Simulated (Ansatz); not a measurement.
## Ta under a change: biaxial strain +3.63 %, plane normal [110], relaxed out of plane

The reference is Ta in the bcc (W type) structure (space group Im-3m, No. 229; a = 3.282 Å; relaxed with 0.1 eV smearing). Axes: x, y, z lie along the cube axes.

The change: tensile biaxial strain of 3.63 % in the plane normal to [110], as in epitaxy on a mismatched substrate; the out-of-plane cell vector and the atoms relax.

The values are results of plane-wave PAW DFT at the PBEsol level (Ansatz, an electronic-structure program, 420 eV), spin-orbit coupling left out, not measurements. k-mesh 28×28×28 (Γ-centred); smearing 0.1 eV (Fermi–Dirac).

The energy goes up by 36 meV/atom and the pressure (mean of the normal stresses, compression positive) goes from zero to -5.3 GPa. The band gap remains zero and the out-of-plane strain comes out as -4.10 %. The ratio −ε⊥/ε∥ comes out as 1.13 and the mean in-plane stress (compression positive) is -8.0 GPa.

Final structure (turned so that z lies along the plane normal):

```
CELL_PARAMETERS angstrom
      2.94574     0.00000     0.00000
     -0.98191     2.77727     0.00000
      0.98191     1.38863     2.22587
ATOMIC_POSITIONS crystal
  Ta 0.00000 0.00000 0.00000
```

Whether these cells are dynamically stable was not tested. All final runs are without spin polarisation.
